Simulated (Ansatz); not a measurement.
**Hypothetical zinc blende BaS: pressure series**

Start from BaS in the zinc blende structure (space group F-43m, No. 216; a hypothetical phase, not in the database extracts checked).

```
CELL_PARAMETERS angstrom
      0.00000     3.51779     3.51779
      3.51779     0.00000     3.51779
      3.51779     3.51779     0.00000
ATOMIC_POSITIONS crystal
  S  0.75000 0.75000 0.75000
  Ba 0.00000 0.00000 0.00000
```

Cell and atoms are relaxed at each pressure.

Computed with PBE, PAW, 420 eV (Ansatz, an electronic-structure program; no SOC).

| change | lattice parameter a | band gap | smallest direct gap |
|---|---|---|---|
| base | 7.036 Å | 2.75 eV | 3.42 eV |
| pressure −2 GPa | 7.239 Å | 2.62 eV | 3.16 eV |
| pressure −1 GPa | 7.128 Å | 2.69 eV | 3.30 eV |
| pressure 0.3 GPa | 7.011 Å | 2.76 eV | 3.44 eV |
| pressure 0.7 GPa | 6.979 Å | 2.78 eV | 3.44 eV |
| pressure 1.5 GPa | 6.922 Å | 2.82 eV | 3.45 eV |
| pressure 3 GPa | 6.826 Å | 2.87 eV | 3.45 eV |
| pressure 5 GPa | 6.720 Å | 2.92 eV | 3.44 eV |
| pressure 7.5 GPa | 6.610 Å | 2.96 eV | 3.42 eV |
| pressure 10 GPa | 6.517 Å | 2.99 eV | 3.41 eV |

Load acts through the strain it causes; cell and atoms are relaxed under it. No phonon test of stability was made. No other phases were tried under pressure.
